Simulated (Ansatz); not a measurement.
Ansatz (a program for electronic structure) run on CdHgSe2 (R3m, 4 atoms in the cell): relaxation of cell and atoms.

Level of theory: LDA (PW92), PAW files made with PBE (plane waves; Ansatz).

```
CELL_PARAMETERS angstrom
      2.20311     1.27197     7.18780
     -2.20311     1.27197     7.18780
      0.00000    -2.54393     7.18780
ATOMIC_POSITIONS crystal
  Cd 0.50033 0.50033 0.50033
  Hg 0.99985 0.99985 0.99985
  Se 0.87420 0.87420 0.87420
  Se 0.37560 0.37560 0.37560
```

Reference input (self-consistent single point, DFT, LDA (PW92), plane waves, PAW files made with PBE): basis.ecutwfc = 30.9 Ry; kpoints.mp_grid.grid = 6 6 6; hamiltonian.xc = lda; hamiltonian.pseudopotentials = {kind: paw} (an earlier, softer set of the program's PAW files); scf.occupations.method = fermi_dirac; scf.occupations.width = 0.0073 Ry. This run's input differs from it in these lines:

```diff
@@ -20,2 +20,4 @@
   occupations: { method: fermi_dirac, width: 0.0073 Ry }
+relax:
+  cell: {}
 output:
```

Log, with long lists cut:

```
   [... SCF lines of the steps left out ...]
relax step   1: F+E_penalty+E_count = -32409.80039278 eV  Δ(F+E_penalty+E_count) = +0.000e0 eV  max|allowed force component| = 1.175e-2 eV/Å  Δτ_max = 0.0000 Å  P = -4.327 GPa  Ω = 120.854 Å³  (9 SCF iters, dr2 threshold 1.00e-7 eV, accepted)
relax step   2: F+E_penalty+E_count = -32409.90034577 eV  Δ(F+E_penalty+E_count) = -9.995e-2 eV  max|allowed force component| = 1.298e-1 eV/Å  Δτ_max = 0.0085 Å  P = +3.615 GPa  Ω = 104.152 Å³  energy of the carried Pulay correction = +2.362e-3 eV  [...]
   [... lines left out ...]
relax step   5: F+E_penalty+E_count = -32409.96291234 eV  Δ(F+E_penalty+E_count) = -7.329e-5 eV  max|allowed force component| = 4.078e-3 eV/Å  Δτ_max = 0.0040 Å  P = +0.002 GPa  Ω = 109.984 Å³  energy of the carried Pulay correction = +1.498e-3 eV  [...]
relax step   6: F+E_penalty+E_count = -32409.96135973 eV  Δ(F+E_penalty+E_count) = +1.553e-3 eV  max|allowed force component| = 4.160e-3 eV/Å  Δτ_max = 0.0000 Å  P = +0.001 GPa  Ω = 109.984 Å³  stress off target by 2.05e-2 GPa  SCF on the basis [...]
basis re-selected at this cell: Δ(F+E_penalty+E_count) = +1.553e-3 eV, ΔP = -0.001 GPa vs the last step
the relaxation is at rest under the 6 symmetry operations that the run kept from its start: a minimum is not shown …
Free energy (F): -32409.961360 eV
Internal energy: -32409.957059 eV  (E = F + TS)
E sigma→0 (E₀):  -32409.959210 eV
Entropy (-TS):   -0.004300 eV (-1.075 meV/atom)
Fermi energy:    8.227225 eV
--- Forces (eV/Å), atoms counted from 1 ---
  atom   1  Cd    -0.00000000    -0.00000000    -0.00184435
   [... lines left out ...]
  cell:  # Å, volume = 109.9845 Å³
   [... lines left out ...]
    - [1.4944353818464927e-39, -2.4669435443987098, 6.956024127340978]
  atoms:
    - { symbol: Cd, position: [0.5005283940172683, 0.5005283940172683, 0.5005283940172683] }
    - { symbol: Hg, position: [0.9998082108879504, 0.9998082108879504, 0.9998082108879504] }
    - { symbol: Se, position: [0.8740432822623214, 0.8740432822623214, 0.8740432822623214] }
    - { symbol: Se, position: [0.3756061128324595, 0.3756061128324595, 0.3756061128324594] }
```

The run converged. 

Summary of the result:
| Property | Value |
|---|---|
| Free energy E − TS (on the zero of these files) | -32409.9614 eV |
| Fermi level (on the code's own zero) | 8.23 eV |
| Pressure | 0.00 GPa |
| Largest force (vector length) | 0.004 eV/Å |
| Final cell | a = b = c = 7.3805 Å, α = β = γ = 33.65° |
| Final volume per atom | 27.50 Å³ |
| Relaxation steps | 6 |

The starting cell comes from a database of computed structures (which also holds hypothetical and non-ambient phases and stackings), without a prior relaxation at this level. Its lattice was rescaled by a random factor within 2.5 % of one. The relaxation keeps the symmetry of its start, so its end need not be a minimum. Ansatz's pressure includes its estimate of the finite-basis (Pulay) stress. The run gives no clean gap (levels at the Fermi energy touch, overlap or are partly filled at this smearing), which alone does not show that the compound is a metal.

Cost on one core of a shared machine: roughly 3 min.

Keys are those of Ansatz 0.2.
